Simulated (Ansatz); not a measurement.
Symmetric slabs, relaxed from ideal cuts in 1x1 cells, of elemental solids: work function (eV) by functional, in Ansatz (plane waves, PAW). All structures are PBE's; the other columns are single points with references at the same level. No spin-orbit coupling, Hubbard U or dispersion. The rows are a random draw from the class, without slabs that broke up, higher cuts of a face and adsorbates that left their site.

| system | PBE (eV) | r2SCAN (eV) |
|---|---|---|
| beta tin (210), ideal cut with outer spacing 1.33 Å | 4.04 | 4.17 |
| hcp Tl (21-31), ideal cut with outer spacing 0.19 Å | 3.51 | 3.53 |
| hcp Zn (11-22), ideal cut with outer spacing 1.17 Å | 4.11 | 4.19 |
| tetragonal indium (221), ideal cut with outer spacing 0.57 Å | 3.87 | 4.00 |
| hcp Y (10-12), ideal cut with outer spacing 1.41 Å | 3.08 | 3.11 |
| hcp Ti (21-31), ideal cut with outer spacing 0.16 Å | 3.50 | ? |
| hcp Tl (21-32), ideal cut with outer spacing 0.72 Å | 3.49 | 3.51 |
| bcc V (221), ideal cut with outer spacing 0.50 Å | 4.04 | 4.08 |

### Question
Fit a straight line y = a·x + b by least squares to the 7 complete rows (x: PBE (eV); y: r2SCAN (eV)).

### Answer
the means are x̄ = 3.7343 and ȳ = 3.7986; Σ(x − x̄)² = 0.88457 and Σ(x − x̄)(y − ȳ) = 0.95524, so a = 1.080 and b = ȳ − a·x̄ = -0.234. The largest residual is 0.055.

### Question
What does the line predict for the withheld row, hcp Ti (21-31), ideal cut with outer spacing 0.16 Å, and what did the calculation give?

### Answer
the line gives 3.55; the calculation gave 3.52, a miss of -0.03, of the size of the fitted rows' scatter and rounding.

Ansatz is a quantum-chemistry and plane-wave program.
